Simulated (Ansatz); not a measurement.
Zn interstitial in alpha quartz: one set of geometries, relaxed with PBE, evaluated in Ansatz (PAW, plane waves to 420 eV, 500 eV under r2SCAN) with PBE, r2SCAN.

Cell and caveats: 72-site cell; 2×2×2 Γ-centred k-points; start: void with 6O2Si nearest; charged states image-corrected; corrections pass 1 eV, so highly charged states may be off by several tenths; relaxed from one start, so a lower configuration may exist; flagged in the runs: a host whose relaxation on this sampling wasn't shown to rest, a strain field that reaches the edge of the cell.

```tsv
quantity	PBE	r2SCAN
host gap (eV)	5.68	___
ε(+2/+1) above the VBM (eV), not thermodynamic with PBE	3.08	___
ε(+1/0) above the VBM (eV), not thermodynamic with PBE	3.07	___
largest moment on one atom at charge +1 (μB)	0.23	___
neutral formation energy against hcp Zn (eV)	3.51	___
```

**Question.** Given the lower rungs, what does r2SCAN give?

**Answer.** 
- host gap (eV), r2SCAN: 6.32
- ε(+2/+1) above the VBM (eV), not thermodynamic with PBE, r2SCAN: 3.56
- ε(+1/0) above the VBM (eV), not thermodynamic with PBE, r2SCAN: 3.64
- largest moment on one atom at charge +1 (μB), r2SCAN: 0.23
- neutral formation energy against hcp Zn (eV), r2SCAN: 3.55

Ansatz is a first-principles code.
